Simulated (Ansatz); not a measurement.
The reference is MoTe₂ in the 2H-MoS2 type structure (space group P6_3/mmc, No. 194; layered, stacked along the Cartesian z axis).

```
CELL_PARAMETERS angstrom
      3.49661     0.00000     0.00000
     -1.74831     3.02815     0.00000
      0.00000     0.00000    13.69583
ATOMIC_POSITIONS crystal
  Mo 0.33333 0.66667 0.75000
  Mo 0.66667 0.33333 0.25000
  Te 0.33333 0.66667 0.11732
  Te 0.66667 0.33333 0.61732
  Te 0.66667 0.33333 0.88268
  Te 0.33333 0.66667 0.38268
```

Computed with PBE-D3(BJ) (Ansatz, a program for electronic structure), scalar-relativistic without spin-orbit coupling.

One change was made to it. Results:

The band gap goes from 0.60 eV to zero; the lattice parameter a shrinks by 0.1304 Å, from 3.497 Å to 3.366 Å.

Name the change that was made.
A) pressure 10 GPa
B) pressure 0.7 GPa
C) pressure 0.3 GPa
D) pressure −2 GPa
E) pressure 1.5 GPa

A, pressure 10 GPa. For comparison, the band gap in the other runs: pressure −2 GPa gives 0.80 eV; pressure 0.7 GPa gives 0.54 eV; pressure 1.5 GPa gives 0.46 eV; pressure 0.3 GPa gives 0.58 eV.

The mesh was chosen for an insulator and is coarse for the gapless case. With Te present, leaving out spin-orbit coupling can change the band edges. Load acts through the strain it causes; cell and atoms are relaxed under it. Stability against distortions was not tested. Competing high-pressure phases were not computed. All final runs are without spin polarisation. The program warned that a D3 coordination switch lies within reach, so dispersion energies are less smooth here. A zero or small gap of MoTe2 under pressure 10 GPa can be the functional's error rather than a property of the material.
